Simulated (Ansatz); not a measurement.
## A computed series for ReB2: response to strain

Consider ReB₂ (space group P6_3/mmc, No. 194; a = 2.890 Å, c = 7.454 Å). Axes: x lies along a and z along c of the hexagonal cell.

Strains are applied to the cell and any free atomic positions relax; under biaxial strain the out-of-plane vector relaxes too; under stress the whole cell relaxes.

Calculations: Ansatz (a first-principles code), PBEsol, PAW, cutoff 420 eV, no SOC.

```csv
case,shortest interatomic distance,space group
base,1.817 Å,P6_3/mmc (No. 194)
"biaxial strain +1.21 %, plane normal [001], relaxed out of plane",1.837 Å,P6_3/mmc (No. 194)
uniaxial strain ε_yy = +2.61 %,1.835 Å,Cmcm (No. 63)
"uniaxial stress, 0.5 GPa compression along z",1.817 Å,P6_3/mmc (No. 194)
```

Without a gap, meshes like the base's 18×18×7 leave anisotropic stresses uncertain by several tenths of a GPa, and small strain energies with them. Beyond what the load breaks, stability against distortions was not tested. The final runs are not spin-polarised.
